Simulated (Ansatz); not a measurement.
Terminations of the (110) surface of bcc Nb, measured from the surface 'clean 1x1'. Atoms come from or go to: Ag: fcc Ag, Al: fcc Al, Au: fcc Au, Nb: bcc Nb, O: ½ O2(g), Os: hcp Os, Pb: fcc Pb, Ru: hcp Ru, W: bcc W. ΔE is the energy of forming the row's surface from that one (negative: more stable at these reservoirs); the vacuum level's shift is aligned on the shared bottom. No zero-point or thermal terms. These are constructed structures in small cells; real faces may alloy, dewet or reconstruct in larger ones, and not all known structures of the face are among them. Slabs of about 12 Å with all that they carry, Fermi-Dirac smearing of 0.1 eV. Bottom of the slabs: a bare face, its two planes held. Relaxed from the named starts with such symmetry as they have, on meshes of like density; energies extrapolated to zero smearing; no spin-orbit coupling, no U. Spin-polarised runs, if any, are marked in brackets, and their order is one that fits the cell; the others ran without spin. A dash marks a value that is undefined for that row (no clear gap, or no work function of a gapped slab) or was not read reliably on its mesh.

These are PBE (plane waves to 420 eV, PAW; Ansatz, a program for electronic structure) values and carry that method's errors.

```json
[
 {"surface": "a cell of two sites (a+b, b-a) surface alloy, Al on one Nb site of the top plane", "atoms added per 1x1": "+0.5 Al, -0.5 Nb", "ΔE per 1x1 (eV)": "?", "shift of the vacuum level (eV)": "-0.14", "work function (eV)": "4.34"},
 {"surface": "a pseudomorphic layer of W in the host's stacking", "atoms added per 1x1": "+1 W", "ΔE per 1x1 (eV)": "0.51", "shift of the vacuum level (eV)": "0.19", "work function (eV)": "4.69"},
 {"surface": "a cell of two sites (a+b, b-a) layer of O, one a cell, on the site that continues the host's stacking", "atoms added per 1x1": "+0.5 O", "ΔE per 1x1 (eV)": "-2.16", "shift of the vacuum level (eV)": "0.28", "work function (eV)": "4.76"},
 {"surface": "a pseudomorphic layer of Ag in the host's stacking", "atoms added per 1x1": "+1 Ag", "ΔE per 1x1 (eV)": "-0.40", "shift of the vacuum level (eV)": "-0.44", "work function (eV)": "4.06"},
 {"surface": "a layer of Os in place of the third plane", "atoms added per 1x1": "-1 Nb, +1 Os", "ΔE per 1x1 (eV)": "-0.13", "shift of the vacuum level (eV)": "0.06", "work function (eV)": "4.53"},
 {"surface": "clean 1x1", "atoms added per 1x1": "none", "ΔE per 1x1 (eV)": "0.00", "shift of the vacuum level (eV)": "0.00", "work function (eV)": "4.49"},
 {"surface": "a cell of two sites (a+b, b-a), one Nb site of the top plane empty", "atoms added per 1x1": "-0.5 Nb", "ΔE per 1x1 (eV)": "?", "shift of the vacuum level (eV)": "-1.16", "work function (eV)": "3.33"},
 {"surface": "p(2x2) layer of Pb, one a cell, on the site that continues the host's stacking", "atoms added per 1x1": "+0.25 Pb", "ΔE per 1x1 (eV)": "?", "shift of the vacuum level (eV)": "-0.14", "work function (eV)": "4.35"},
 {"surface": "a layer of W in place of the third plane", "atoms added per 1x1": "-1 Nb, +1 W", "ΔE per 1x1 (eV)": "-0.06", "shift of the vacuum level (eV)": "0.02", "work function (eV)": "4.50"},
 {"surface": "a layer of Au in place of the third plane", "atoms added per 1x1": "+1 Au, -1 Nb", "ΔE per 1x1 (eV)": "-0.26", "shift of the vacuum level (eV)": "-0.02", "work function (eV)": "4.46"},
 {"surface": "one added row of Nb in 3", "atoms added per 1x1": "+0.333 Nb", "ΔE per 1x1 (eV)": "?", "shift of the vacuum level (eV)": "-0.67", "work function (eV)": "3.83"},
 {"surface": "a pseudomorphic layer of Ru in the host's stacking", "atoms added per 1x1": "+1 Ru", "ΔE per 1x1 (eV)": "?", "shift of the vacuum level (eV)": "-0.11", "work function (eV)": "4.39"}
]
```

**Question.** Complete the blanks.

**Answer.** 
- a cell of two sites (a+b, b-a) surface alloy, Al on one Nb site of the top plane, ΔE per 1x1 (eV): -0.42
- a cell of two sites (a+b, b-a), one Nb site of the top plane empty, ΔE per 1x1 (eV): 0.50
- p(2x2) layer of Pb, one a cell, on the site that continues the host's stacking, ΔE per 1x1 (eV): -0.16
- one added row of Nb in 3, ΔE per 1x1 (eV): 0.32
- a pseudomorphic layer of Ru in the host's stacking, ΔE per 1x1 (eV): 0.04
